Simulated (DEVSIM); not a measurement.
Device: Cr/SiO2/p-InP capacitor, at 300 K.

| layer (left to right) | material | thickness (nm) | Na (cm⁻³) |
|---|---|---|---|
| 1 | SiO2 | 12.0 | - |
| 2 | InP | 860 | 5.3e17 |

Metal gate on the left, work function 4.5 eV. Fixed charge at the semiconductor interface 1.6e11 cm⁻² (in units of +e); no interface traps.

The device is made up for the run: typed textbook-type constants, with dimensions and the other settings drawn at random. Values at 300 K.

```tsv
parameter	SiO2	InP
gap (eV)	9	1.344
affinity (eV)	0.9	4.38
permittivity	3.9	12.5
Nc (cm⁻³)	-	5.7e17
Nv (cm⁻³)	-	1.1e19
```

Simulated with DEVSIM: 1D Poisson equation in equilibrium, Boltzmann statistics, complete ionisation; no quantum confinement or tunnelling. Metal contacts follow the ideal Schottky-Mott rule: no Fermi-level pinning, no interface dipoles.

The SiO2 thickness was swept, all else fixed.

```json
[
 {"SiO2 thickness (μm)": "0.0048", "minimum of the low-frequency capacitance (μF/cm²)": "0.161", "flat-band voltage (V)": "-1.18", "capacitance of the dielectric stack (μF/cm²)": "0.719"},
 {"SiO2 thickness (μm)": "0.0066", "minimum of the low-frequency capacitance (μF/cm²)": "0.149", "flat-band voltage (V)": "-1.19", "capacitance of the dielectric stack (μF/cm²)": "0.523"},
 {"SiO2 thickness (μm)": "0.0084", "minimum of the low-frequency capacitance (μF/cm²)": "0.138", "flat-band voltage (V)": "-1.21", "capacitance of the dielectric stack (μF/cm²)": "0.411"},
 {"SiO2 thickness (μm)": "0.01", "minimum of the low-frequency capacitance (μF/cm²)": "0.130", "flat-band voltage (V)": "-1.22", "capacitance of the dielectric stack (μF/cm²)": "0.345"},
 {"SiO2 thickness (μm)": "0.012", "minimum of the low-frequency capacitance (μF/cm²)": "0.122", "flat-band voltage (V)": "-1.23", "capacitance of the dielectric stack (μF/cm²)": "0.288"},
 {"SiO2 thickness (μm)": "0.014", "minimum of the low-frequency capacitance (μF/cm²)": "0.113", "flat-band voltage (V)": "-1.25", "capacitance of the dielectric stack (μF/cm²)": "0.247"}
]
```

From the first row to the last the minimum of the low-frequency capacitance goes from 0.161 to 0.113. From the first row to the last the flat-band voltage goes from -1.18 to -1.25.
